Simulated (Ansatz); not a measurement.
Given:

```xyz
4
Lattice="3.9204 0.0000 0.0000 -1.9602 3.3952 0.0000 0.0000 0.0000 6.2663" Properties=species:S:1:pos:R:3 pbc="T T T"
Ga     0.0000     2.2634    -0.0097
Ga     1.9602     1.1317     3.1235
P      0.0000     2.2634     2.3596
P      1.9602     1.1317     5.4928
```

These are r2SCAN with spin-orbit coupling, rigid bands (plane waves, PAW; Ansatz, an electronic-structure program) values and carry that method's errors. Condition of this run: biaxial stress in the c plane of -4.2 GPa (compression positive) (the target of the relaxation). Geometry: cell and atoms relaxed with PBEsol, then loaded as said.

Q: Predict the electron conductivity mass (n e² τ/σ) at 300 K, by direction if it differs.

A: 0.132 (x), 0.132 (y), 1.05 (z) mₑ.

Q: What conductivity effective mass do dilute holes have at 300 K?

A: 0.79 (x), 0.79 (y), 0.51 (z) mₑ.

Q: And the band gap?

A: 1.30 eV at this level; semilocal functionals usually fall short of the measured gap.

Rigid bands, one relaxation time for all states, no polarons. Geometry: cell and atoms relaxed with PBEsol.
